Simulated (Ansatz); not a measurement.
The parent structure is AlN in the wurtzite structure (space group P6_3mc, No. 186).

```xyz
4
Lattice="3.1138 0.0000 0.0000 -1.5569 2.6966 0.0000 0.0000 0.0000 4.9833" Properties=species:S:1:pos:R:3 pbc="T T T"
Al     0.0000     1.7978     4.9833
Al     1.5569     0.8989     2.4917
N      0.0000     1.7978     1.9037
N      1.5569     0.8989     4.3953
```

Cartesian axes are those of the cell as printed.

Calculations: DFT with PBEsol, PAW potentials and a 420 eV plane-wave cutoff in Ansatz (a quantum-chemistry and plane-wave program), no spin-orbit coupling.

Base values:

| Quantity | Result |
|---|---|
| Valence-band top at Γ | 0.00, -0.22, -0.22 eV |
| Pressure | 0.01 GPa |
| Band gap | 4.09 eV |

Modification: uniaxial strain ε_zz = +1.80 %, all other strain components held at zero, atoms relaxed at fixed cell.

**Question.** What does the calculation give for the valence-band top at Γ after the change?

**Answer.** The valence-band top at Γ (three highest levels, from the VBM) changes from 0.00, -0.22, -0.22 eV to 0.00, -0.07, -0.07 eV.

**Question.** Estimate the effect on the pressure.

**Answer.** The pressure (mean of the normal stresses, compression positive) falls by 3.28 GPa (0.01 GPa → -3.27 GPa).

**Question.** What does the calculation give for the electron mass after the change?

**Answer.** The electron mass is 0.27 mₑ along z, 0.30 mₑ across (at Γ).

**Question.** Predict the new band gap.

**Answer.** The band gap decreases by 0.068 eV (4.09 eV → 4.03 eV).

Effective masses come from finite differences of ±0.01 Å⁻¹. No phonon test of stability was made.
